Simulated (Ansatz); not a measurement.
The starting structures come from a database of crystals and need not be the phases stable at ambient conditions.

 Where the default PAW files enter, the runs use the earlier of Ansatz's two default sets.

By PBEsol, the system below comes out a metal.

Without scattering a metal conducts by its projected Fermi surface.

Data:

```
CELL_PARAMETERS angstrom
      2.89131     0.00000     0.00000
      0.00000     5.80560     0.00000
      0.00000     2.90280     2.98988
ATOMIC_POSITIONS crystal
  Al 0.50000 0.50000 0.50000
  Al 0.50000 0.00000 0.50000
  Cu 0.00000 0.00000 0.00000
```

Space group of this cell: Cmmm. The cell is strained (lengths along the current scaled by 1.03, ions clamped); by PBEsol its mean pressure is -4.7 GPa.

The current flows along the normal of the first two printed cell vectors. No spin-orbit coupling; the value is a mean over 0.1 eV about the Fermi level.

Question: Give the ballistic conductance per area that PBEsol run with Ansatz (a program for electronic structure) yields.

Answer: 0.79 × 10¹⁵ S/m² for both spins.
